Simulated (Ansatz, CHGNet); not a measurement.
**How well does each level of theory give the equilibrium lattice constant a of hexagonal WC?**

Reference value: 2.906 Å (measured, 300 K, no zero-point or thermal correction; as tabulated in Wikipedia's data pages).

| level (code) | value (Å) |
|---|---|
| CHGNet 0.3.0 (CHGNet) | 2.926 |
| LDA (Ansatz) | (withheld) |
| PBE (Ansatz) | 2.922 |
| PBE-D3(BJ) (Ansatz) | 2.902 |
| rVV10 (Ansatz) | 2.941 |
| r²SCAN+SOC (Ansatz) | 2.911 |
| HSE06 (Ansatz) | (withheld) |

Task: Complete the blanks.

Result: 
- LDA (Ansatz, a quantum-chemistry and plane-wave program), value (Å): 2.884
- HSE06 (Ansatz), value (Å): 2.899

Differences against the reference: CHGNet 0.3.0 +0.69 %, LDA -0.76 %, PBE +0.55 %, PBE-D3(BJ) -0.14 %, rVV10 +1.20 %, r²SCAN+SOC +0.17 %, HSE06 -0.24 %.

The reference is not for a static lattice or low temperature, so close values are not ranked against it.

The reference has no zero-point or thermal correction, while the calculations are for a static lattice, so the differences are not the levels' errors alone. A static lattice is as a rule a little smaller than the measured one.  Density-functional levels without +SOC have no spin–orbit coupling. HSE06: hybrids on metals are sensitive to the k mesh and can open a false gap. Cutoffs and k meshes differ between the levels. Ansatz's density-functional and Hartree–Fock values are scalar-relativistic unless marked +SOC, with PAW data made under PBE.

Machine-learned potentials (CHGNet 0.3.0) are trained on DFT data, which may include these solids.

Differences are worked out from the printed values.
